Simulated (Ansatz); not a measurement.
## TiAl3: pressure 7.5 GPa

The parent structure is TiAl₃ (space group I4/mmm, No. 139; a = 3.824 Å, c = 8.561 Å).

Now apply this change: a hydrostatic pressure of 7.5 GPa.

The values are results of Ansatz (a quantum-chemistry and plane-wave program), r2SCAN, PAW, cutoff 500 eV, without spin-orbit coupling, not measurements. k-mesh 17×17×17 (Γ-centred); smearing 0.05 eV (Fermi–Dirac).

```tsv
quantity	base	changed	shift
volume per atom	15.65 Å³	14.77 Å³	-0.88 Å³
c/a ratio	2.239	2.236	-0.003
shortest interatomic distance	2.704 Å	2.653 Å	-0.051 Å
band gap	zero	zero	–
```

Load acts through the strain it causes; cell and atoms are relaxed under it. Stability against distortions was not tested. No other phases were tried under pressure. The final runs are not spin-polarised.
